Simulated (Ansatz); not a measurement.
ZnAu, response to strain

The reference is ZnAu in the CsCl type structure (space group Pm-3m, No. 221; a = 3.187 Å; relaxed with 0.1 eV smearing).

Strains are applied to the cell and any free atomic positions relax.

All numbers come from DFT with PBE, PAW potentials and a 420 eV plane-wave cutoff in Ansatz (a quantum-chemistry and plane-wave program), scalar-relativistic without spin-orbit coupling.

Candidates:
(a) isotropic strain +3.00 %
(b) isotropic strain +2.00 %
(c) isotropic strain −1.00 %
(d) isotropic strain −2.50 %

Notes on the quantities. energy relative to the base: free energy F.

Task: Order them by energy relative to the base, lowest first.

Result: (c) isotropic strain −1.00 % (+5.5 meV/atom), (b) isotropic strain +2.00 % (+19 meV/atom), (d) isotropic strain −2.50 % (+37 meV/atom), (a) isotropic strain +3.00 % (+42 meV/atom)

Whether these cells are dynamically stable was not tested.
